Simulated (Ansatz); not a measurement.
System: stishovite (SiO2). Method: PBE-D4 (Ansatz, a first-principles code, PAW).

Numerical settings: plane-wave cutoff 520 eV, 8×8×12 k mesh (along the axes of the cell as run), Fermi–Dirac smearing 0.01 eV, scalar-relativistic PAW data made under PBE.

Computed at the level's own relaxed cell.

### Question
What does this level give for the bulk modulus, lattice parameter a, c axis length, pressure derivative B′ of the bulk modulus and volume per atom?

### Answer

- bulk modulus: 278 GPa
- lattice parameter a: 4.204 Å
- c axis length: 2.682 Å
- pressure derivative B′ of the bulk modulus: 5.5
- volume per atom: 7.90 Å³/atom

Measured, for comparison: bulk modulus 310 ± 1 GPa (300 K, not corrected to a static lattice; as tabulated in arXiv:1001.2066); lattice constant a 4.179 Å, lattice parameter c 2.665 Å (room temperature, not corrected to a static lattice; as tabulated in Hiroi (2015), arXiv:1503.02262). Computed (rounded) less measured: bulk modulus -10 %, lattice constant a +0.6 %, lattice parameter c +0.6 %.

Note: the bulk modulus comes from volumes at which shape and atoms were relaxed.

Static lattice: no zero-point or thermal effects.
